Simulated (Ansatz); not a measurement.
Take KTaO₃ in the cubic perovskite structure (space group Pm-3m, No. 221) as the base.

```
KTaO3
1.0
    3.98530     0.00000     0.00000
    0.00000     3.98530     0.00000
    0.00000     0.00000     3.98530
K Ta O
1 1 3
Direct
  0.00000   0.00000   0.00000
  0.50000   0.50000   0.50000
  0.50000   0.00000   0.50000
  0.00000   0.50000   0.50000
  0.50000   0.50000   0.00000
```

Cartesian axes are those of the cell as printed.

Calculations: PBEsol/PAW in Ansatz (an electronic-structure program), no spin-orbit coupling.

One thing is altered: an isotropic linear strain of +0.60 %, atoms relaxed at fixed cell.

Task: Predict the stress tensor and what it implies for the stiffness.

Result: Stress of the strained cell less that of the base (GPa, compression positive):
```
  -3.50    0.00    0.00
   0.00   -3.50    0.00
   0.00    0.00   -3.50
```

Then B = −ΔP/(ΔV/V₀) with ΔV/V₀ = 0.0181 gives secant stiffness values (nonlinear terms included at this strain): B ≈ 193 GPa.

Stability against distortions was not tested.
